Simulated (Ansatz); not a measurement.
Sb₂O₃ (Fd-3m, No. 227) was calculated with r²SCAN (PAW; Ansatz, a quantum-chemistry and plane-wave program).

Numerical settings: plane-wave cutoff 600 eV, 6×6×6 k mesh, scalar-relativistic PAW data made under PBE.

Computed at the level's own relaxed cell.

### Question
Predict the Voigt–Reuss–Hill bulk modulus, Voigt–Reuss–Hill shear modulus (Hill average), Young modulus and Poisson ratio.

### Answer

- Voigt–Reuss–Hill bulk modulus: 17.2 GPa
- Voigt–Reuss–Hill shear modulus (Hill average): 14.1 GPa
- Young modulus: 33.3 GPa
- Poisson ratio: 0.178

Note: the relaxation could not lower the start's symmetry, so the cell can be a saddle point above a distorted one.

Elastic constants are with the ions relaxed.

Spin–orbit coupling is not included.

Computed values are for the static lattice.

Computing time: around 80 core-minutes (rough).
